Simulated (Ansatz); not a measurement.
# GaCuSe2: uniaxial strain ε_zz = +3.00 %

The parent structure is GaCuSe$_{2}$ in the chalcopyrite structure (space group I-42d, No. 122; a = 5.508 Å, c = 10.962 Å). Axes: x, y, z lie along a, b, c of the conventional cell.

One thing is altered: uniaxial strain ε_zz = +3.00 %, all other strain components held at zero, atoms relaxed at fixed cell.

Calculations: LDA (Ansatz, an electronic-structure program, PAW, without spin-orbit coupling). Γ-centred 9×9×9 mesh, Fermi–Dirac width 0.05 eV.

* **Volume per atom**: 21.41 Å³ (base 20.79 Å³)
* **Space group**: I-42d (No. 122) (base I-42d (No. 122))
* **Energy relative to the base (free energy F)**: +5.9 meV/atom
* **Pressure (mean of the normal stresses, compression positive)**: -2.15 GPa (base 0.00 GPa)
* **Band gap**: 0.07 eV (uncertain: the Fermi level lies in a band; the changed cell) (base 0.17 eV)
* **Stress (xx, yy, zz, yz, xz, xy; compression positive)**: (-1.72, -1.72, -3.01, 0.00, 0.00, 0.00) GPa

Stability against distortions was not tested. All final runs are without spin polarisation. The zero or small gap of GaCuSe2 can change with the level of theory.
